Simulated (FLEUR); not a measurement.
Worked example: self-consistent single point of VN (P-6m2, 2 atoms in the cell) in FLEUR.

Computed with LDA (Perdew-Zunger), all-electron FLAPW (FLEUR), scalar-relativistic valence.

```
CELL_PARAMETERS angstrom
      2.73390     0.00000     0.00000
     -1.36695     2.36763     0.00000
      0.00000     0.00000     2.64135
ATOMIC_POSITIONS crystal
  V  0.66667 0.33333 0.00000
  N  0.33333 0.66667 0.50000
```

Reference input (self-consistent single point, DFT, PBEsol, all-electron FLAPW (FLEUR), scalar-relativistic valence): Kmax = 4.7 1/bohr; GmaxXC = 18.8 1/bohr; xcFunctional = PBEs; jspins = 1; l_soc = F; mode = hist; fermiSmearingEnergy = 0.00183747 Htr; mesh (inpgen div1-3) = 18 18 16; inpgen gamma flag = true; Gmax = 18.8 1/bohr; numbands = 0; maxIterBroyd = 40. This run's input differs from it in these lines:

```diff
@@ -14,3 +14,3 @@
 &comp jspins=1 /
-&exco xctyp='PBEs' /
+&exco xctyp='pz' /
 &kpt div1=18 div2=18 div3=16 gamma=t /
@@ -27,3 +27,3 @@
       <coreElectrons ctail="T" frcor="F" kcrel="0" coretail_lmax="0"/>
-      <xcFunctional name="PBEs" relativisticCorrections="F"/>
+      <xcFunctional name="pz" relativisticCorrections="F"/>
       <magnetism jspins="1"/>
```

Output, abridged:

```
 Iteration:     1   Distance:      32.89151360 me/bohr^3
 Iteration:     2   Distance:      26.70829349 me/bohr^3
 Iteration:     3   Distance:      10.22684648 me/bohr^3
 Iteration:     4   Distance:      15.47827830 me/bohr^3
 Iteration:     5   Distance:       2.53432440 me/bohr^3
   [... 6 lines left out ...]
 Iteration:    12   Distance:       0.00078954 me/bohr^3
 Iteration:    13   Distance:       0.00055547 me/bohr^3
 Iteration:    14   Distance:       0.00003261 me/bohr^3
 Iteration:    15   Distance:       0.00000538 me/bohr^3
 Run finished successfully
 Stop message:
   Structural relaxation: Done

[file out, last iteration]
             iter=     16
[...]
          total density-effective poten   -1.5846673839E+03
          total charge density-energy d   -5.0012895712E+01
 Updated energy parameters for spin:           1
[...]
 fermi energy and band-weighting factors:

[...]
FERMIE:
          first approx. to ef    (T=0)  :   0.506605 htr   (energy of the highest occ. eigenvalue)
          number of occ. states  (T=0)  :       2996
          first approx. to seigv (T=0)  :  -6.195383 htr
          sum of weights of occ. states :   9.000772
          sum of semicore charge        :   0.000000 e
FERHIS:  Fermi-Energy by histogram:
          bandgap                     :   0.000962 htr
   [... lines left out ...]
          charge neutrality (T=0)     :   0.001543    (zero if the highest occ. eigenvalue is "entirely" occupied)
     EF_NEWTON:  Adjust Fermi-Energy by Newton-Method.
 Direct bandgap for spin            1 :    6.9057996716253012E-003  Htr
 ---->    free energy=                     -1001.9021886869 htr
   [... lines left out ...]
      extrapolation for T->0
 ---->    total electron energy=           -1001.9021398432 htr
 ***** TOTAL FORCES ON ATOMS *****
 TOTAL FORCE FOR ATOM TYPE=  1  X= -2.583   Y=  1.491   Z=  0.000
                       FX_TOT= 0.000000 FY_TOT= 0.000000 FZ_TOT= 0.000000
 TOTAL FORCE FOR ATOM TYPE=  2  X=  2.583   Y= -1.491   Z=  2.496
                       FX_TOT= 0.000000 FY_TOT= 0.000000 FZ_TOT= 0.000000
 Structural relaxation: Done
```

The run converged in 15 iterations. FLEUR gives forces in its relaxation mode, with a further iteration, so its stop message speaks of a relaxation. 

The starting cell comes from a database of computed structures (which also holds hypothetical and non-ambient phases and stackings), without a prior relaxation at this level. Spin polarisation is off, so a magnetic state, if there is one, cannot be reached. Values depend on the basis (sphere radii, cutoffs, local orbitals), which need not be converged. The log's line on a gap gives a spacing of levels on this mesh, which the program prints for metals too.

Cost on one core of a shared machine: roughly 4 min.
